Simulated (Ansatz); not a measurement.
# What biaxial strain −2.50 %, plane normal [001], relaxed out of plane does to Ir

Take Ir in the fcc (Cu type) structure (space group Fm-3m, No. 225; a = 3.845 Å; relaxed with 0.1 eV smearing) as the base. Axes: x, y, z lie along the cube axes.

The change: biaxial strain −2.50 %, plane normal [001], relaxed out of plane (Cartesian); in-plane vectors clamped, the third vector and the atoms free.

Computed with r2SCAN (Ansatz, a program for electronic structure), no spin-orbit coupling. Settings: 29×29×29 k-points, 0.1 eV Fermi–Dirac smearing.

The space group changes from Fm-3m (No. 225) to I4/mmm (No. 139) and the shortest interatomic distance decreases by 0.1284 bohr (5.138 bohr → 5.009 bohr). The energy increases by 41 meV/atom and the pressure (mean of the normal stresses, compression positive) goes from zero to 12.9 GPa. The band gap remains zero and the out-of-plane strain amounts to +2.03 %. The ratio −ε⊥/ε∥ amounts to 0.81 and the mean in-plane stress (compression positive) comes out as +19.4 GPa.

Stability against distortions was not tested. The final runs are not spin-polarised.
